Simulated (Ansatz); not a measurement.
Consider a periodic stack without vacuum, rock-salt TiN (1 1 1) on Si0.75Ge0.25, ordered (1 1 1), Sb on 2 of 4 substrate sites at each interface (film strained to the substrate, started from cuts of the bulks and a machine-learned relaxation; slabs Ge8Sb4Si28 and N28Ti28, which can lie off the formulas): substrate slab Ge8Sb4Si28, film N28Ti28, surface cells [[0, 1], [-2, 0]] and [[1, -3], [3, -2]], film strained by -1.5 and -1.5 %, outermost planes Si/GeSi and N/Ti as cut, which need not be the usual terminations and can put a slab off its formula. Its start:

```xyz
96
Lattice="7.8244 0.0000 -0.0026 3.9120 6.7760 -0.0015 -3.7582 -1.9770 26.8896" Properties=species:S:1:pos:R:3 pbc="T T T"
Ge     2.1585     2.8853     2.0182
Ge     4.1546     6.0934     2.0590
Ge     5.8481     5.2492     5.3454
Ge     3.8876     1.8694     5.3538
Ge     5.8676     0.7287     8.4829
Ge     7.8238     4.1087     8.5113
Ge     1.9496     2.9997    11.8582
Ge    -0.0041    -0.3999    11.7448
Sb     5.8680     5.0927    15.1240
Sb     3.7721     1.8613    15.3017
Si     5.7450     2.9868     2.1161
Si     7.5678     6.6502     2.1029
Sb     5.9464     0.6406     0.9969
Sb     7.8302     4.2309     1.2088
Si     3.9915     3.9222     0.8348
Si     1.8205     0.7737     0.8612
Si     9.7554     5.2506     5.2368
Si     7.8101     1.8520     5.2341
Si     1.9334     2.9993     4.4762
Si     3.8769     6.3629     4.4649
Si     7.7871     6.3978     4.4645
Si     5.8567     2.9778     4.4837
Si     1.9367     0.7425     8.5439
Si     3.8924     4.1178     8.5520
Si     5.8208     5.2683     7.7742
Si     3.8643     1.8831     7.7767
Si     7.8483     1.8382     7.6439
Si     9.8044     5.2278     7.6492
Si     5.8834     2.9672    11.7237
Si     3.9137    -0.3872    11.6824
Si     5.8554     0.7404    10.9053
Si     7.8161     4.1239    10.9511
Si     3.9287     4.0921    10.9530
Si     1.9689     0.7382    10.9306
Si     1.9227     5.5575    15.1351
Si     0.0475     1.8118    15.1188
Si     1.7539     3.2414    14.3125
Si    -0.0498    -0.3217    14.1418
Si     3.9591    -0.4070    14.0289
Si     5.9350     2.7395    14.0832
N      2.3889     3.3402    17.1400
N      7.3215     4.3798    17.0178
N      4.6700     5.3219    17.0217
N      5.7399    -0.5926    16.8458
N      2.9724     0.5478    17.0408
N      0.1132     1.4772    16.8826
N      5.1064     2.3450    17.0724
N      4.6341     0.7651    19.4193
N      1.7695     1.7589    19.4313
N      6.8380     2.7037    19.3843
N      4.0470     3.7180    19.4506
N      1.2502     4.6727    19.3822
N      2.3731    -1.1289    19.3906
N     -0.4244    -0.1700    19.3675
N      2.9340     4.9910    21.8937
N      4.0474    -0.8214    21.8811
N      1.2488     0.1503    21.8944
N      6.2778     1.1119    21.8984
N      3.4849     2.0835    21.8934
N      0.6848     3.0566    21.8883
N      5.7316     4.0221    21.8831
N      5.1906     2.3890    24.4255
N      2.3714     3.3814    24.3973
N      7.4030     4.3529    24.4189
N      0.7062    -1.4513    24.4181
N     -2.0985    -0.4801    24.4365
N      2.9255     0.4583    24.4270
N      0.1238     1.4386    24.4344
Ti     3.4665     2.0868    18.2237
Ti     0.6663     3.0804    17.9984
Ti     5.7087     3.9894    18.0763
Ti     2.9492     4.9774    18.0050
Ti     4.0445    -0.8280    18.0048
Ti     1.2701     0.1701    18.0114
Ti     6.2750     1.0822    17.9749
Ti    -2.0902    -0.5063    20.5991
Ti     2.9278     0.4616    20.6157
Ti     0.1134     1.4316    20.6022
Ti     5.1746     2.3993    20.6197
Ti     2.3504     3.3847    20.6145
Ti     7.3987     4.3435    20.5853
Ti     0.6967    -1.4457    20.6016
Ti     4.0567     3.7020    23.0872
Ti     1.2497     4.6771    23.1007
Ti     2.3746    -1.1375    23.1083
Ti    -0.4269    -0.1626    23.1218
Ti     4.6157     0.7844    23.1152
Ti     1.7994     1.7592    23.0984
Ti     6.8449     2.7203    23.1142
Ti    -1.5188     1.0916    25.7084
Ti     3.5013     2.0829    25.4645
Ti     0.6978     3.0693    25.5346
Ti     5.7258     4.0185    25.5146
Ti    -0.9703    -1.7763    25.5189
Ti     4.0673    -0.8183    25.5773
Ti     1.2411     0.1857    25.5856
```

The start was prepared with a machine-learned potential, and the result is one local minimum, with the in-plane cell held and forces under 0.04 eV/Å; the film can end far from its bulk form.

The numbers are results of PBE (plane waves to 420 eV, PAW; Ansatz, a first-principles code), not measurements. No spin–orbit coupling; the runs are not spin-polarised. Its k-point mesh 4×4×1, Fermi–Dirac width 0.05 eV.

Question: Predict the relaxed interface.

Answer: 
```
Quantity                                                                                   Result
--------------------------------------------------------------------------------  ---------------
interface area                                                                            53.0 Å²
period                                                                                    26.74 Å
heights between the nearest atoms of the two slabs at the two interfaces          1.62 and 2.07 Å
Sb–Ti contacts across the interfaces within 1.22 times the sum of covalent radii  10, mean 3.17 Å
Si–Ti contacts across the interfaces within 1.22 times the sum of covalent radii   9, mean 2.93 Å
N–Si contacts across the interfaces within 1.22 times the sum of covalent radii    3, mean 1.76 Å
N–Sb contacts across the interfaces within 1.22 times the sum of covalent radii    2, mean 2.14 Å
```
